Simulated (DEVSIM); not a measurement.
Structure: abrupt Si n-p junction, at 250 K.

```tsv
layer (left to right)	material	thickness (μm)	Nd (cm⁻³)	Na (cm⁻³)	τn (s)	τp (s)
1	Si	1.60	1.2e17	-	0.00038	0.00038
2	Si	1.60	-	5.2e14	0.00038	0.00038
```

Left contact: ohmic. Right contact: ohmic. Voltage is applied to the left contact. Recombination: SRH at mid-gap, Auger. Mobility is μmin + (μ − μmin)/(1 + (N/Nref)^α).

The device is made up for the run: typed textbook-type constants, with dimensions and the other settings drawn at random. Values at 300 K; Nc and Nv go as T^1.5, mobilities as T to minus their exponent, the gap by Varshni's rule with the affinity fixed.

```
parameter               Si
----------------  --------
gap (eV)             1.124
affinity (eV)         4.05
permittivity          11.7
Nc (cm⁻³)          2.86e19
Nv (cm⁻³)           3.1e19
μn (cm²/Vs)           1417
μp (cm²/Vs)            470
μn,min                  52
μp,min                  45
Nref,n              9.7e16
Nref,p              2.2e17
αn                    0.68
αp                    0.72
T exponent of μn       2.3
T exponent of μp       2.2
Cn (cm⁶/s)         2.8e-31
Cp (cm⁶/s)         9.9e-32
Varshni α (eV/K)  0.000473
Varshni β (K)          636
```

Model (solved in DEVSIM): 1D drift-diffusion, Boltzmann statistics, complete ionisation; no tunnelling, impact ionisation, image-force lowering or self-heating.

Question: Give the dark reverse current.

Answer: 
| V (V) | J (A/cm²) |
|---|---|
| 0.20 | 5.5e-12 |
| 0.50 | 1.1e-11 |
| 1.00 | 2.2e-11 |
| 1.50 | 3.5e-11 |
| 2.00 | 4.8e-11 |
| 3.00 | 7.3e-11 |
| 4.00 | 9.9e-11 |
| 5.00 | 1.2e-10 |
| 6.50 | 1.6e-10 |
| 8.00 | 2.0e-10 |
| 10.00 | 2.5e-10 |
